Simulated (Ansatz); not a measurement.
Hypothetical rock salt YSi, response to strain

Base system: YSi in the rock salt structure (space group Fm-3m, No. 225; a hypothetical phase, not in the database extracts checked; relaxed with 0.1 eV smearing).

```
YSi
1.0
    0.00000     2.87277     2.87277
    2.87277     0.00000     2.87277
    2.87277     2.87277     0.00000
Si Y
1 1
Direct
  0.00000   0.00000   0.00000
  0.50000   0.50000   0.50000
```

Cartesian axes are those of the cell as printed.

Strains are applied to the cell and any free atomic positions relax; under biaxial strain the out-of-plane vector relaxes too.

Levels (all Ansatz, a program for electronic structure, PAW): PBEsol (420 eV, no spin-orbit coupling); r2SCAN (500 eV, no SOC).

Pressures by level, all at the geometries relaxed with PBEsol:

```json
[
 {"case": "base", "PBEsol": "0.0 GPa", "r2SCAN": "3.5 GPa"},
 {"case": "biaxial strain +1.07 %, plane normal [001], relaxed out of plane", "PBEsol": "-1.3 GPa", "r2SCAN": "2.0 GPa"},
 {"case": "isotropic strain +2.24 %", "PBEsol": "-4.1 GPa", "r2SCAN": "-1.2 GPa"},
 {"case": "uniaxial strain ε_xx = −4.67 %", "PBEsol": "4.1 GPa", "r2SCAN": "8.1 GPa"},
 {"case": "uniaxial strain ε_zz = −5.63 %", "PBEsol": "5.2 GPa", "r2SCAN": "9.2 GPa"},
 {"case": "strain tensor (xx, yy, zz, yz, xz, xy) = (−1.46, +1.08, +0.67, +0.19, −0.96, +0.04) %", "PBEsol": "-0.1 GPa", "r2SCAN": "3.4 GPa"}
]
```

Single points use the geometry relaxed with PBEsol. Their cutoffs differ, which shifts pressures a little. Whether these cells are dynamically stable was not tested. All final runs are without spin polarisation. An odd electron count without spin: YSi. YSi has a high density of states at the Fermi level and may be magnetic at this level.
